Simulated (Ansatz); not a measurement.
Worked example: zone-centre phonon calculation of HfOs (Pm-3m, 2 atoms in the cell) in Ansatz (a program for electronic structure).

Level of theory: LDA (PW92), default PAW files made with PBE (plane waves; Ansatz).

```
HfOs
1.0
    3.22725     0.00000     0.00000
    0.00000     3.22725     0.00000
    0.00000     0.00000     3.22725
Hf Os
1 1
Cartesian
  0.00000   0.00000   0.00000
  1.61363   1.61363   1.61363
```

Reference input (self-consistent single point, DFT, LDA (PW92), plane waves, default PAW files made with PBE): basis.ecutwfc = 30.9 Ry; kpoints.mp_grid.grid = 10 10 10; hamiltonian.xc = lda; hamiltonian.pseudopotentials = {kind: paw} (the program's default PAW files); scf.occupations.method = gaussian; scf.occupations.width = 0.0073 Ry. This run's input differs from it in these lines:

```diff
@@ -18,6 +18,4 @@
   occupations: { method: gaussian, width: 0.0073 Ry }
-output:
-  forces: true
-  eigenvalues: true
-  stress: true
+phonons:
+  method: dfpt
```

Output (repeated stretches shortened):

```
SCF iter   1: F=—  HF=-26596.666142 eV  |F-HF|=—  |Δ(HF+E_count)|=         —  Δρ=8.61e-3  dr2=4.54e-2  ethr=1.77e-3  ⟨swp⟩=4.6  Hψ=11737  notcnv=0
all-band conjugate gradients solve this SCF's bands
preconditioner: auto → Resta (q_TF=auto, 2.831 Å⁻¹)
SCF iter   2: F=—  HF=-26596.661061 eV  |F-HF|=—  |Δ(HF+E_count)|=   5.08e-3  Δρ=5.11e-3  dr2=1.53e-2  ethr=1.08e-4  ⟨swp⟩=1.0  Hψ=4284  notcnv=0
   [... lines left out ...]
SCF iter   6: F=—  HF=-26596.657907 eV  |F-HF|=—  |Δ(HF+E_count)|=   1.19e-6  Δρ=8.30e-6  dr2=1.26e-8  ethr=1.38e-8  ⟨swp⟩=2.2  Hψ=5677  notcnv=0  defer=4
SCF iter   7: F=—  HF=-26596.657910 eV  |F-HF|=—  |Δ(HF+E_count)|=   2.44e-6  Δρ=3.46e-6  dr2=2.16e-9  ethr=2.99e-11  ⟨swp⟩=2.4  Hψ=6034  notcnv=0  defer=4
SCF iter   8: F=—  HF=-26596.657910 eV  |F-HF|=—  |Δ(HF+E_count)|=   1.44e-9  Δρ=7.28e-7  dr2=1.38e-10  ethr=5.15e-12  ⟨swp⟩=2.6  Hψ=5656  notcnv=0  defer=4
SCF iter   9: F=-26596.657910 eV  HF=-26596.657910 eV  |F-HF|=0.00e0  |Δ(HF+E_count)|=  2.18e-11  Δρ=1.07e-7  dr2=2.93e-12  ethr=1.00e-12  ⟨swp⟩=8.7  Hψ=16663  notcnv=0
SCF 1 converged in 9 iterations: F = -26596.657910 eV  dr2 = 2.93e-12
DFPT response loops at Γ: preconditioner auto → Kerker (q_TF=auto, 2.831 Å⁻¹) (partly filled bands, converged f_vac=0.000) …
Free energy (F): -26596.657910 eV
Internal energy: -26596.656324 eV  (E = F + TS)
E sigma→0 (E₀):  -26596.657117 eV
Entropy (-TS):   -0.001586 eV (-0.793 meV/atom)
Fermi energy:    23.803636 eV
--- Phonons (Γ-DFPT): 2 representative perturbations + reference, on 126 of 1000 k-points (Σ response iterations 6) ---
  k mesh reduced under 8 symmetry operations, with k and −k counted as one. Each operation leaves every solved perturbation unchanged …
  ASR residual: 3.862e-5 → 0.000e0 eV/Å²; symmetrization residual: 3.043e-5 eV/Å²
  ASR residual per site (eV/Å²): 1.66e-5 3.86e-5
  Γ frequencies (cm⁻¹): 0.00 0.00 0.00 154.77 154.77 154.77
  non-analytic LO–TO correction: not included (Born effective charges unavailable; polar crystals: no LO–TO splitting at Γ)
```

The run converged in 9 iterations. 

Summary of the result:
| Quantity | Result |
|---|---|
| Free energy E − TS (on the zero of these files) | -26596.6579 eV |
| Fermi level (on the code's own zero) | 23.80 eV |
| Zone-centre frequencies (cm⁻¹; negative means imaginary) | 0, 0, 0, 155, 155, 155 |

The starting cell comes from a database of computed structures (which also holds hypothetical and non-ambient phases and stackings), without a prior relaxation at this level. Its lattice was rescaled by up to half a per cent. Spin polarisation is off.

Keys are those of Ansatz 0.2.
